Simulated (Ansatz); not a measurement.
Effect of biaxial strain +1.67 %, plane normal [111], relaxed out of plane on Si

Consider Si in the diamond structure (space group Fd-3m, No. 227; a = 5.444 Å). Axes: x, y, z lie along the cube axes.

Perturbation: biaxial strain +1.67 %, plane normal [111], relaxed out of plane (Cartesian); in-plane vectors clamped, the third vector and the atoms free.

Level of theory: Ansatz (an electronic-structure program), r2SCAN, PAW, cutoff 500 eV, without spin-orbit coupling. Γ-centred 10×10×10 mesh, Fermi–Dirac width 0.05 eV.

Volume per atom: 20.71 Å³ (base 20.17 Å³)
Space group: R-3m (No. 166) (base Fd-3m (No. 227))
Shortest interatomic distance: 2.359 Å (base 2.357 Å)
Energy relative to the base (free energy F): +7.9 meV/atom
Pressure (mean of the normal stresses, compression positive): -2.42 GPa (base 0.00 GPa)
Band gap: 0.67 eV (base 0.78 eV)
Gap character: indirect, Γ → F–Γ (13 % along)
Smallest direct gap: 2.51 eV (base 2.74 eV)
Hole mass: 0.10 mₑ out of plane, 0.52 mₑ in plane (at Γ)
Valence-band top at Γ (three highest levels, from the VBM): 0.00, -0.19, -0.19 eV (base 0.00, 0.00, 0.00 eV)
Valley order (the lowest conduction-band minima on the path, energy above the VBM, named in the base's zone): a point along [001], about 1.0 Å⁻¹ from Γ 0.67 eV; L along [111] 1.37 eV; L along [1-11] 1.69 eV (base a point along ⟨100⟩, about 1.0 Å⁻¹ from Γ 0.78 eV; L along ⟨111⟩ 1.84 eV)
Out-of-plane strain: -0.66 %
Ratio −ε⊥/ε∥: 0.40
Mean in-plane stress (compression positive): -3.6 GPa

Final structure (turned so that z lies along the plane normal):

```yaml
crystal:
  lattice:
    - [3.91400, 0.00000, 0.00000]
    - [1.95700, 3.38962, 0.00000]
    - [1.95700, -1.12987, 3.12239]
  atoms:
    - { symbol: Si, position: [0.00188, 0.99906, 0.99718] }
    - { symbol: Si, position: [0.49812, 0.25094, 0.75282] }
```

Effective masses come from finite differences of ±0.01 Å⁻¹. Stability against distortions was not tested. Labels are those of the standard path for the cell's own space group.
